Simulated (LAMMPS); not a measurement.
LAMMPS 22 Jul 2025, classical MD, Buckingham with full ionic charges: MgO, 2744 atoms.

- task: MD, nve
- potential: Buckingham with full ionic charges
- copies of the repeat unit: 7×7×7
- shape (slab and sphere leave vacuum in the box): bulk
- steps: 200
- timestep: 1 fs
- neighbor skin: 2 Å
- neigh_modify: every 1 delay 0 check yes
- thermo: 50
- kspace_style: pppm
- pair cutoff: 12 Å
- newton: on (default)
- atom_modify sort (bins of 2 Å where set): 1000 (default)
- comm_style: brick (default)
- box: 29.5 × 29.5 × 29.5 Å
- start: generated rock salt lattice, warmed in an untimed run

All runs start from one configuration, warmed at this fixed volume for 1000 steps under a thermostat at 100 K. The reference run has a mean temperature of 98.5 K and a mean pressure of -1.7 GPa.

The reference run has kspace_accuracy = 1e-08, kspace_modify order 7; it is not itself proven converged. Each setting ran once; only counts and results are compared.

Measured:

| setting | k-space grid | energy against the reference | difference in forces on 48 atoms (largest component) |
|---|---|---|---|
| the reference | 72×72×72 | — | — |
| kspace_accuracy = 1e-06, kspace_modify order 5 diff ik (default) | 60×60×60 | +0.0076 meV/atom | 0.0049 meV/Å |
| kspace_accuracy = 0.0001, kspace_modify order 5 diff ik (default) | 24×24×24 | +0.41 meV/atom | 0.18 meV/Å |
| kspace_accuracy = 0.001, kspace_modify order 5 diff ik (default) | 15×15×15 | +3.5 meV/atom | 1.6 meV/Å |
| kspace_accuracy = 0.01, kspace_modify order 5 diff ik (default) | 8×8×8 | +59 meV/atom | 22 meV/Å |
| kspace_accuracy = 0.1, kspace_modify order 5 diff ik (default) | 4×4×4 | +830 meV/atom | 220 meV/Å |

Task: How far does the result lie from the reference with kspace_accuracy = 1e-05, kspace_modify order 5 diff ik (default)?

Result: k-space grid: 36×36×36; energy against the reference: +0.071 meV/atom; difference in forces on 48 atoms (largest component): 0.033 meV/Å. Total energies are compared; such shifts often cancel in part in energy differences. Energies and forces are those of the first step; by LAMMPS's own estimate the reference reaches a relative force accuracy of 7e-07.
